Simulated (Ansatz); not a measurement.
System: interstitial Zn in wurtzite AlN (charge state +2). The step: a direct jump of one Zn atom; the atom moves 2.50 Å along (0.00, 0.00, -0.50) of the unit cell; the moving atom starts with neighbours 3 Al at 2.32, 3 Al at 2.47; 3 N at 1.98, 3 N at 2.44 Å and ends with 3 Al at 2.32, 3 Al at 2.47; 3 N at 1.98, 3 N at 2.44 Å. DFT values are from Ansatz (plane-wave PAW, 420 eV unless said) in a cell of 72 host sites, spin-restricted, static, with no finite-size correction. The charge state is imposed; whether it is stable for some Fermi level was not computed. Sites that were not tried may lie lower. For the PBE band: the saddle point's order was not checked, and it lies on a symmetry element of the cell, where a band can be held.

| Level | Forward barrier (eV) | Cost of the band or of the saddle's single point |
|---|---|---|
| CHGNet universal potential (has no charge state), its own band | 1.35 | - |
| PBE, the Γ point alone, band relaxed | 1.79 | about 5 core-minutes (a rough figure) |
| PBE, a 2×2×2 k-point mesh shifted by half a step along c, same geometries | 1.73 | around 90 core-seconds (rough) |
| r2SCAN at 500 eV, the Γ point alone, same geometries | 1.82 | very roughly 50 core-seconds |

Ansatz is an electronic-structure program.
